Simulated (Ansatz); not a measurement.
Band structure of V₃Ge (Pm-3n, 8 atoms in the cell).

```yaml
crystal:
  lattice:
    - [4.78711, 0.00000, 0.00000]
    - [0.00000, 4.78711, 0.00000]
    - [0.00000, 0.00000, 4.78711]
  atoms:
    - { symbol: V, position: [0.50000, 0.25000, 0.00000], spin: 2.0 }
    - { symbol: V, position: [0.50000, 0.75000, 0.00000], spin: 2.0 }
    - { symbol: V, position: [0.25000, 0.00000, 0.50000], spin: 2.0 }
    - { symbol: V, position: [0.75000, 0.00000, 0.50000], spin: 2.0 }
    - { symbol: V, position: [0.00000, 0.50000, 0.25000], spin: 2.0 }
    - { symbol: V, position: [0.00000, 0.50000, 0.75000], spin: 2.0 }
    - { symbol: Ge, position: [0.50000, 0.50000, 0.50000] }
    - { symbol: Ge, position: [0.00000, 0.00000, 0.00000] }
```
(The spins are starting values, not results.)

Method: PBEsol, PAW files made with PBE (plane waves; Ansatz, a program for electronic structure).

Settings: basis.ecutwfc = 420 eV; kpoints.mp_grid.grid = 3 3 3; hamiltonian.xc = pbesol; hamiltonian.pseudopotentials = {kind: paw} (an earlier, softer set of the program's PAW files); magnetization.spin_polarized = true; scf.occupations.method = gaussian; scf.occupations.width = 0.136 eV; kpoints.band_path.npoints = 8.

The starting cell comes from a database of computed structures (which also holds hypothetical and non-ambient phases and stackings), without a prior relaxation at this level. Its lattice was rescaled by a random factor within 2.5 % of one. The moments shrank to a small part of their start, a low-spin state that need not be the lowest.

Levels in eV from the Fermi level, bands 51 to 58 of the first spin channel:
```tsv
point	51	52	53	54	55	56	57	58
Γ	-0.55	-0.55	-0.13	-0.13	1.74	1.74	1.74	2.37
X	-0.70	-0.70	-0.53	-0.53	1.09	1.09	1.65	1.65
M	-0.04	0.29	0.29	0.38	0.38	0.46	0.62	0.86
R	-0.04	-0.04	-0.04	-0.04	0.06	0.06	0.06	0.06
```

Bands cross the Fermi level along this path, so the cell is metallic at this level.

The net moment of the cell came out as 1.50 μB.

Keys are those of Ansatz 0.2.
